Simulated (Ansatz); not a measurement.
**Ga2O3, response to strain**

The parent structure is Ga2O3 in the corundum structure (space group R-3c, No. 167).

```
CELL_PARAMETERS angstrom
      2.52885     1.46003     4.54101
     -2.52885     1.46003     4.54101
      0.00000    -2.92006     4.54101
ATOMIC_POSITIONS crystal
  Ga 0.64416 0.64416 0.64416
  Ga 0.14416 0.14416 0.14416
  Ga 0.35584 0.35584 0.35584
  Ga 0.85584 0.85584 0.85584
  O  0.75000 0.44687 0.05313
  O  0.05313 0.75000 0.44687
  O  0.25000 0.55313 0.94687
  O  0.55313 0.94687 0.25000
  O  0.94687 0.25000 0.55313
  O  0.44687 0.05313 0.75000
```

Cartesian axes are those of the cell as printed.

Strains are applied to the cell and any free atomic positions relax.

Computed with DFT with PBE, PAW potentials and a 420 eV plane-wave cutoff in Ansatz (a quantum-chemistry and plane-wave program), scalar-relativistic without spin-orbit coupling.

Notes on the quantities. pressure: mean of the normal stresses, compression positive; energy relative to the base: free energy F.

```json
[
 {"variant": "base", "pressure": "0.01 GPa", "band gap": "2.40 eV", "energy relative to the base": "0 meV/atom", "shortest interatomic distance": "1.952 Å"},
 {"variant": "uniaxial strain ε_zz = +0.75 %", "pressure": "-1.34 GPa", "band gap": "2.33 eV", "energy relative to the base": "+0.6 meV/atom", "shortest interatomic distance": "1.956 Å"},
 {"variant": "uniaxial strain ε_zz = +1.50 %", "pressure": "-2.64 GPa", "band gap": "2.26 eV", "energy relative to the base": "+2.2 meV/atom", "shortest interatomic distance": "1.960 Å"},
 {"variant": "uniaxial strain ε_zz = +2.25 %", "pressure": "-3.89 GPa", "band gap": "2.19 eV", "energy relative to the base": "+5.0 meV/atom", "shortest interatomic distance": "1.964 Å"},
 {"variant": "uniaxial strain ε_zz = +3.00 %", "pressure": "-5.09 GPa", "band gap": "2.11 eV", "energy relative to the base": "+8.8 meV/atom", "shortest interatomic distance": "1.967 Å"}
]
```

Stability against distortions was not tested.
